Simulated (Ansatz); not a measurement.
Here is the system:

```xyz
2
Lattice="0.0000 2.6815 2.6815 2.6815 0.0000 2.6815 2.6815 2.6815 0.0000" Properties=species:S:1:pos:R:3 pbc="T T T"
Si     0.0000     0.0000     0.0000
Si     1.3407     1.3407     1.3407
```

Method: PBE, finite-displacement electron-phonon coupling, linearised Boltzmann equation (plane waves, PAW, scalar-relativistic; Ansatz, a first-principles code). Condition of this run: hydrostatic pressure 6 GPa (the target of the relaxation). Cell: relaxed with this functional, without spin-orbit coupling, then loaded as said.

Question: Predict the intrinsic electron mobility at 300 K.

Answer: 1540 cm²/(V·s).

Scattering by harmonic phonons alone: no impurities, screening or carrier-carrier scattering, bands fixed at 0 K. From a coarser fine mesh the values given move by up to 6 %. The mesh was bound by memory.
